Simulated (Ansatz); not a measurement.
# Li2O in the anti-fluorite structure (space group Fm-3m, No. 225)

```
Li2O
1.0
    0.00000     2.31307     2.31307
    2.31307     0.00000     2.31307
    2.31307     2.31307     0.00000
O Li
1 2
Direct
  0.00000   0.00000   0.00000
  0.25000   0.25000   0.25000
  0.75000   0.75000   0.75000
```

Computed with Ansatz (a quantum-chemistry and plane-wave program), PBE, PAW, cutoff 420 eV, without spin-orbit coupling. Γ-centred 12×12×12 mesh, Fermi–Dirac width 0.05 eV.

```json
{
 "volume_per_atom": "8.25 Å³",
 "density": "2.00 g/cm³",
 "band_gap": "4.98 eV, indirect, Γ → X",
 "electron_mass": "0.85 mₑ along k, 0.44 mₑ across",
 "Hole mass (degenerate bands, along [100])": "0.92, 1.8, 1.8 mₑ",
 "Lowest conduction-band minima above the VBM": "X along ⟨100⟩ 4.98 eV; Γ 5.23 eV",
 "total_energy": "-326.621 eV/atom (σ→0; compares only within this code and set-up)"
}
```

Masses are band curvatures over ±0.01 Å⁻¹ around the edge. Along k means along the line from Γ to the band edge. Stability against distortions was not tested.
